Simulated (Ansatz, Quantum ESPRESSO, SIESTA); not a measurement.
Code comparison for LiTaF6 (P1, 8 atoms in the cell)

Self-consistent single point, at a second geometry (atoms moved at random). First geometry:

```
LiTaF6
1.0
    2.58467     1.49226     4.52600
   -2.58467     1.49226     4.52600
    0.00000    -2.98452     4.52600
Li Ta F
1 1 6
Direct
  0.50000   0.50000   0.50000
  0.00000   0.00000   0.00000
  0.64967   0.24539   0.86097
  0.35033   0.75461   0.13903
  0.86097   0.64967   0.24539
  0.13903   0.35033   0.75461
  0.24539   0.86097   0.64967
  0.75461   0.13903   0.35033
```

Second geometry:
```
LiTaF6
1.0
    2.58467     1.49226     4.52600
   -2.58467     1.49226     4.52600
    0.00000    -2.98452     4.52600
Li Ta F
1 1 6
Cartesian
  0.02596  -0.02842   6.79980
 -0.06653  -0.03005   0.01784
  1.11916  -1.21977   7.96546
 -0.99318   1.23156   5.56985
  0.53386   1.57591   7.98166
 -0.56239  -1.46299   5.61130
 -1.59312  -0.29931   7.96076
  1.53625   0.23308   5.61633
```

Shared settings, as Ansatz (an electronic-structure program) writes them: kpoints.mp_grid.grid = 6 6 6; scf.occupations.method = fixed. Potentials and cutoffs stand in the table.

```
code                                                                                                                                      model  ΔF from the first geometry (meV/atom)  pressure (GPa)  largest force (eV/Å)  gap on the mesh (eV)       cutoff
----------------  -----------------------------------------------------------------------------------------------------------------------------  -------------------------------------  --------------  --------------------  --------------------  -----------
SIESTA            GGA PBEsol, numerical atomic orbitals DZP, PseudoDojo PBEsol standard norm-conserving potentials (rewritten from UPF to PSML)                                   41.7            1.61                 4.650                 5.815  grid 400 Ry
Quantum ESPRESSO                                                                           PBEsol, GBRV 1.5 ultrasoft (PBESOL) pseudopotentials                                   35.3            2.00                 4.065                 6.146        40 Ry
Ansatz                                                                                                          PBEsol, PAW files made with PBE                                   33.4            1.70                 3.862                 6.174      default
```

Size of the force on each atom (eV/Å): Sizes of forces hide their directions.

```csv
code,Li1,Ta2,F3,F4,F5,F6,F7,F8
SIESTA,0.352,4.650,3.625,0.567,2.022,0.504,0.305,0.381
Quantum ESPRESSO,0.358,4.065,2.792,0.818,1.372,0.816,0.625,0.329
Ansatz,0.362,3.862,2.523,0.885,1.189,0.894,0.706,0.419
```

Gaps are read on the mesh.

On Ansatz's run: spin-orbit coupling is off.

The spread over the programs that give each value: ΔF from the first geometry within 8.3 meV/atom; pressure within 0.39 GPa; largest force within 0.788 eV/Å; gap on the mesh within 0.359 eV.

SIESTA uses small atom-centred bases, whose incompleteness enters pressures, forces and empty levels differently from a plane-wave cutoff. Ansatz's pressure is given at a fixed set of plane waves, as the other plane-wave codes print theirs; with its correction for the finite basis it is 2.13 GPa (the shift of 0.43 GPa shows how far the cutoff is from converged). In the gap, SIESTA (by 0.344) lies more than 0.12 eV from the median of the plane-wave programs.

The starting cell comes from a database of computed structures (which also holds hypothetical and non-ambient phases and stackings), without a prior relaxation at this level. For this run, on top of that: atoms moved at random.

Left out of this page: CP2K (unsound by tests on forces, stress, charge or solver warnings).

Keys are those of Ansatz 0.2.
